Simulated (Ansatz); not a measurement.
Base system: TiSi$_{2}$ (space group Cmcm, No. 63; a = 3.546 Å, b = 13.563 Å, c = 3.580 Å). Axes: x, y, z lie along a, b, c of the conventional cell.

(Cell as relaxed with PBE.)

Levels (all Ansatz, a quantum-chemistry and plane-wave program, PAW): PBE (420 eV, no spin-orbit coupling); r2SCAN (500 eV, scalar-relativistic without spin-orbit coupling).

Each level relaxes its own structure.

| base | PBE | r2SCAN |
|---|---|---|
| volume per atom | 14.35 Å³ | 14.16 Å³ |
| band gap | zero | zero |

One thing is altered: tensile biaxial strain of 4.91 % in the plane normal to [001], as in epitaxy on a mismatched substrate; the out-of-plane cell vector and the atoms relax.

```tsv
quantity	PBE	r2SCAN
volume per atom	15.40 Å³	___
pressure (mean of the normal stresses, compression positive)	-6.6 GPa	___
```

Task: What does r2SCAN give?

Result: 
- volume per atom, r2SCAN: 15.23 Å³
- pressure (mean of the normal stresses, compression positive), r2SCAN: -7.0 GPa

PBE's volume per atom lies 0.17 Å³ above r2SCAN's (1.1 %); PBE's pressure lies 0.4 GPa above r2SCAN's. Neither level is exact; r2SCAN is the comparison here, not a measurement.

Without a gap, meshes like the base's 14×14×13 leave anisotropic stresses uncertain by several tenths of a GPa, and small strain energies with them. Whether these cells are dynamically stable was not tested. All final runs are without spin polarisation.
